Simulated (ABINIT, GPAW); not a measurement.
An ABINIT input for a self-consistent single point of HfO2 (Fm-3m, 3 atoms in the cell) (DFT, PBEsol, plane waves, norm-conserving pseudopotentials (PseudoDojo nc-sr-04 PBEsol standard)):

```
# HfO2, PseudoDojo nc-sr-04 PBEsol standard
pp_dirpath "./"
pseudos "Hf.upf, O.upf"
acell 6.7928415020 6.7928415020 6.7928415020
rprim
         0.0000000000    0.7071067812    0.7071067812
         0.7071067812   -0.0000000000    0.7071067812
         0.7071067812    0.7071067812   -0.0000000000
natom 3
ntypat 2
znucl 72 8
typat 1 2 2
xcart
         0.0000000000    0.0000000000    0.0000000000
         2.4016321448    2.4016321448    2.4016321448
         7.2048964344    7.2048964344    7.2048964344
ecut 84 Ry
occopt 3
tsmear 0.00073499
nband 17
kptopt 1
ngkpt 9 9 9
nshiftk 1
shiftk 0 0 0
nstep 80
tolvrs 1.0e-10
prtwf 0
prtden 0
prtvol 1
enunit 2
```

**Question.** Translate this input to GPAW.

**Answer.** One input that does it (others would too):

```python
from ase import Atoms
from ase.units import GPa
from gpaw import GPAW, PW, FermiDirac

atoms = Atoms(['Hf', 'O', 'O'],
              cell=[[0.000000, 2.541778, 2.541778],
                    [2.541778, 0.000000, 2.541778],
                    [2.541778, 2.541778, 0.000000]],
              scaled_positions=[[0.000000, 0.000000, 0.000000],
                                [0.250000, 0.250000, 0.250000],
                                [0.750000, 0.750000, 0.750000]],
              pbc=True)

calc = GPAW(mode=PW(950),
            xc='PBEsol',
            kpts=(9, 9, 9),
            occupations=FermiDirac(0.02),
            nbands=-8,
            convergence={'bands': -6},
            symmetry={'symmorphic': False, 'tolerance': 0.0005},
            maxiter=150,
            txt='-')

atoms.calc = calc

energy = atoms.get_potential_energy()
print('Energy (eV):', round(energy, 6))
forces = atoms.get_forces()
print('Forces (eV/Ang):')
print(forces.round(5))
stress = atoms.get_stress()
print('Stress (GPa, Voigt):', (stress / GPa).round(4))
```

Basis, cutoffs, solver keys and any potentials are the target program's own. This input uses DFT PBEsol, plane waves, GPAW PAW datasets PBEsol (made by gpaw-setup). Both were run: gap on the mesh 3.801 eV in ABINIT and 3.753 in GPAW.

On GPAW: the starting cell has typed, rounded lattice constants, without a prior relaxation at this level. Its lattice was rescaled by a random factor within 2.5 % of one. Spin-orbit coupling is off.

On ABINIT: the starting cell has typed, rounded lattice constants, without a prior relaxation at this level. Its lattice was rescaled by a random factor within 2.5 % of one. Spin-orbit coupling is off. With a pressure of about -9 GPa the cell is away from its equilibrium volume at this level.
